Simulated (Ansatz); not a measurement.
For ZrC (model structure, started from the WC type, P-6m2, No. 187, 2 atoms in the cell), PBE (Ansatz, a program for electronic structure, plane waves, PAW) gives:

- lattice constant a = 3.270 Å
- c axis length = 2.940 Å

Task: What does r²SCAN+rVV10 in Ansatz (plane waves, PAW) give for the same quantities?

Result: 
- lattice constant a: 3.262 Å (shrinks by 0.2 %)
- lattice parameter c: 2.931 Å (decreases by 0.3 %)

Changes are worked out from the printed values.

Unless a cell is named, each level is at its own relaxed cell (PBE 13.61, r²SCAN+rVV10 13.51 Å³/atom).

Ansatz's density-functional and Hartree–Fock values are scalar-relativistic unless marked +SOC, with PAW data made under PBE.

A model structure was made by putting elements into a prototype or built by hand; it is no filed structure, need not be a known phase, and can be a saddle point held by its symmetry.
